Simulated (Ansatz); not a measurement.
Structures of equal composition on the (0001) surface of hcp Ru: a pseudomorphic layer of Os in the host's stacking; a pseudomorphic layer of Os in the other hollow. The slabs share one bottom face, and each structure is named by its start. These are constructed structures in small cells; real faces may alloy, dewet or reconstruct in larger ones, and not all known structures of the face are among them. Slabs of about 11 Å, Fermi-Dirac smearing of 0.1 eV. Bottom of the slabs: a bare face, its two planes held. Relaxed from the named starts with such symmetry as they have, on meshes of like density; energies extrapolated to zero smearing; spin only where a row says so; no spin-orbit coupling, no U. Brackets mark spin-polarised runs, whose order is one that fits the cell.

Level of theory: PBE (plane waves to 420 eV, PAW; Ansatz, a first-principles code).

Task: Rank these by energy per 1x1 cell (lowest first), as PBE gives it.

Result: a pseudomorphic layer of Os in the host's stacking (0.000 eV), a pseudomorphic layer of Os in the other hollow (0.171 eV)
